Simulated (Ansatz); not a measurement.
Data:

```
K2Sn2O3
1.0
    3.01078     1.73827     4.69625
   -3.01078     1.73827     4.69625
    0.00000    -3.47655     4.69625
K Sn O
2 2 3
Direct
  0.50000   0.50000   0.50000
  0.00000   0.00000   0.00000
  0.24501   0.24501   0.24501
  0.75499   0.75499   0.75499
  0.00000   0.50000   0.00000
  0.00000   0.00000   0.50000
  0.50000   0.00000   0.00000
```

No spin polarisation.

Electron doping at 2.0×10^21 cm⁻³ (0.295 per cell), with a uniform compensating background at fixed cell and a 300 K Fermi–Dirac width.

Calculations: PBEsol/PAW in Ansatz (a quantum-chemistry and plane-wave program), no SOC. Γ-centred 10×10×10 mesh, Fermi–Dirac width 0.0259 eV.

Question: Predict the Fermi level from band edge and gap between the host's bands.

Answer: 
* **Fermi level relative to the doped band's edge (positive inside the band; to 0.05 eV)**: +0.55 eV
* **Gap between the host's bands**: 0.93 eV

Charged cell with a jellium background: band edges are those of the host's band count, energies are not comparable with the neutral cell, and many-body gap narrowing is missing. Stability against distortions was not tested. The cell was made from K2Sn2O3 (space group R-3m, No. 166) by this change: electrons 2.0×10^21 cm⁻³.
